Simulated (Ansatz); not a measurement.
Ge3Si (model structure, P-4m2, No. 115, 4 atoms in the cell) was calculated with r²SCAN (Ansatz, an electronic-structure program, PAW).

Run with plane-wave cutoff 560 eV, 8×8×6 k mesh (along the axes of the cell as run), Fermi–Dirac smearing 0.01 eV, scalar-relativistic PAW data made under PBE.

Cell (relaxed at this level):

```cif
data_Ge3Si
_chemical_formula_sum 'Si1 Ge3'
_space_group_name_H-M_alt 'P-4m2'
_space_group_IT_number 115
_space_group_name_Hall 'P -4 -2'
_cell_length_a 3.96632
_cell_length_b 3.96632
_cell_length_c 5.60457
_cell_angle_alpha 90.000
_cell_angle_beta 90.000
_cell_angle_gamma 90.000
loop_
_atom_site_label
_atom_site_type_symbol
_atom_site_symmetry_multiplicity
_atom_site_Wyckoff_symbol
_atom_site_fract_x
_atom_site_fract_y
_atom_site_fract_z
_atom_site_occupancy
Si1 Si 1 a 0.00000 0.00000 0.00000 1
Ge1 Ge 2 g 0.50000 0.00000 0.24431 1
Ge2 Ge 1 c 0.50000 0.50000 0.50000 1
```

### Question
What does this level give for the band gap and smallest direct gap on the k points sampled?

### Answer

* **band gap**: 0.56 eV (indirect)
* **smallest direct gap on the k points sampled**: 0.91 eV

Note: the relaxation could raise the start's symmetry but not lower it, so the cell can be a saddle point.

Spin–orbit coupling is not included.

Computed values are for the static lattice.

A model structure was made by putting elements into a prototype or built by hand; it is no filed structure, need not be a known phase, and can be a saddle point held by its symmetry.
